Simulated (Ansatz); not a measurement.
Structure of amorphous In24O30 (periodic cell):

```yaml
crystal:
  lattice:
    - [9.94389, 0.31163, -0.50923]
    - [0.31163, 9.45598, -0.26566]
    - [-0.50923, -0.26566, 8.73865]
  atoms:
    - { symbol: In, position: [0.84102, 0.95847, 0.89244] }
    - { symbol: In, position: [0.77017, 0.27500, 0.24210] }
    - { symbol: In, position: [0.05985, 0.05009, 0.61543] }
    - { symbol: In, position: [0.09821, 0.31977, 0.31582] }
    - { symbol: In, position: [0.59237, 0.22387, 0.93012] }
    - { symbol: In, position: [0.67627, 0.10099, 0.56999] }
    - { symbol: In, position: [0.48169, 0.61328, 0.37037] }
    - { symbol: In, position: [0.57318, 0.88125, 0.14581] }
    - { symbol: In, position: [0.20921, 0.73486, 0.18777] }
    - { symbol: In, position: [0.25169, 0.03025, 0.93831] }
    - { symbol: In, position: [0.10840, 0.38687, 0.01145] }
    - { symbol: In, position: [0.79535, 0.76313, 0.55664] }
    - { symbol: In, position: [0.94138, 0.94504, 0.28018] }
    - { symbol: In, position: [0.21478, 0.69702, 0.56780] }
    - { symbol: In, position: [0.84089, 0.60552, 0.20395] }
    - { symbol: In, position: [0.55479, 0.43325, 0.60858] }
    - { symbol: In, position: [0.90499, 0.42613, 0.60417] }
    - { symbol: In, position: [0.43688, 0.26127, 0.23699] }
    - { symbol: In, position: [0.01303, 0.69802, 0.85944] }
    - { symbol: In, position: [0.47019, 0.88649, 0.74419] }
    - { symbol: In, position: [0.32552, 0.99721, 0.40815] }
    - { symbol: In, position: [0.73293, 0.57803, 0.90912] }
    - { symbol: In, position: [0.39409, 0.60906, 0.90997] }
    - { symbol: In, position: [0.28925, 0.28094, 0.66877] }
    - { symbol: O, position: [0.95237, 0.47007, 0.84699] }
    - { symbol: O, position: [0.86360, 0.97391, 0.50546] }
    - { symbol: O, position: [0.13128, 0.90043, 0.44153] }
    - { symbol: O, position: [0.73130, 0.29610, 0.49715] }
    - { symbol: O, position: [0.28987, 0.22741, 0.40700] }
    - { symbol: O, position: [0.50922, 0.22774, 0.67256] }
    - { symbol: O, position: [0.33158, 0.50541, 0.67926] }
    - { symbol: O, position: [0.56839, 0.74377, 0.91358] }
    - { symbol: O, position: [0.56419, 0.44659, 0.87980] }
    - { symbol: O, position: [0.00249, 0.65952, 0.60873] }
    - { symbol: O, position: [0.66994, 0.90652, 0.68417] }
    - { symbol: O, position: [0.43170, 0.70696, 0.15704] }
    - { symbol: O, position: [0.52826, 0.03996, 0.34225] }
    - { symbol: O, position: [0.07163, 0.27313, 0.57661] }
    - { symbol: O, position: [0.24247, 0.95340, 0.16271] }
    - { symbol: O, position: [0.69520, 0.72516, 0.33339] }
    - { symbol: O, position: [0.25575, 0.25749, 0.90727] }
    - { symbol: O, position: [0.96147, 0.15666, 0.25884] }
    - { symbol: O, position: [0.19176, 0.59468, 0.98249] }
    - { symbol: O, position: [0.28449, 0.79401, 0.80193] }
    - { symbol: O, position: [0.76425, 0.15632, 0.81896] }
    - { symbol: O, position: [0.73017, 0.57425, 0.66041] }
    - { symbol: O, position: [0.41106, 0.79883, 0.51191] }
    - { symbol: O, position: [0.25096, 0.58649, 0.35715] }
    - { symbol: O, position: [0.29068, 0.04987, 0.66557] }
    - { symbol: O, position: [0.04691, 0.01123, 0.84445] }
    - { symbol: O, position: [0.91228, 0.44977, 0.35948] }
    - { symbol: O, position: [0.76454, 0.95729, 0.11224] }
    - { symbol: O, position: [0.99458, 0.74649, 0.17850] }
    - { symbol: O, position: [0.47798, 0.03179, 0.96194] }
```

The numbers are results of PBE, scalar-relativistic without spin-orbit coupling (plane waves to 420 eV, PAW; Ansatz, an electronic-structure program), not measurements. Neutral PBE cell, which sets geometry, pressure and energy: sampling: a 2×2×2 Γ-centred mesh; Fermi-Dirac width 0.1 eV; no spin polarisation. The usual formal charges leave 12 electrons over, so the level spacing at the Fermi energy parts defect or band states and needn't be the band gap.

It comes from a melt-quench run on a machine-learned potential (CHGNet), relaxed afterwards by DFT. O atoms were pushed apart under 1.9 Å during the dynamics, to hinder bonds among them. The hot cell started wider than the set density and was brought back towards it in steps. It is the lowest in DFT energy of 2 quenches. It is a model cell: composition and starting density were chosen by hand, and all elements were melted together. No dispersion term was used. Its density started from a set value of 7.22 and ended at 6.57 g/cm³. Cooling (nominally 320 K/ps over its main leg) ran many orders faster than in experiment, which tends to leave more defects and strain. One small periodic cell is one sample of the glass; other quenches scatter about these values. Volume and shape were free in the relaxation.

Question: Give the pressure, the energy against reference phases and the spacing of the highest filled and lowest empty levels.

Answer: 
```yaml
Pressure on a 2×2×2 Γ-centred mesh: 0.06 GPa
Largest force and stress component on that mesh (the relaxation ran on one k-point at (1/4, 1/4, 1/4)): 0.09 eV/Å and 0.1 GPa
Energy relative to bixbyite In2O3 + tetragonal indium (lowest mix at this level among the phases computed, not always the ambient ones): 0.161 eV/atom
Level spacing at the Fermi energy on a 2×2×2 Γ-centred mesh (PBE): 0.70 eV
Level spacing at the Fermi energy at the zone centre (PBE): 0.83 eV
Distance between the nearest levels spread over more than a fifth of the atoms or a third of the atoms of their main element (six at least) (PBE, zone centre): 0.83 eV
```

Question: At PBE and the zone centre, how localised are the states just below and above the Fermi level (participation number: the atoms over which a state spreads)?

Answer: The highest filled state is spread over 10.3 atoms' worth, largest on In18, with weights by element (charge in smoothed Voronoi cells) In 0.57, O 0.43. The lowest empty state is spread over 40.7 atoms' worth, largest on In19, with weights by element (charge in smoothed Voronoi cells) O 0.51, In 0.49.

Neighbours within In-In 3.12 Å, In-O 2.64 Å, O-O 1.58 Å count as bonded. Two cations that share two anions don't count as bonded, nor two that share one unless they lie closer than In-In 3.04 Å.
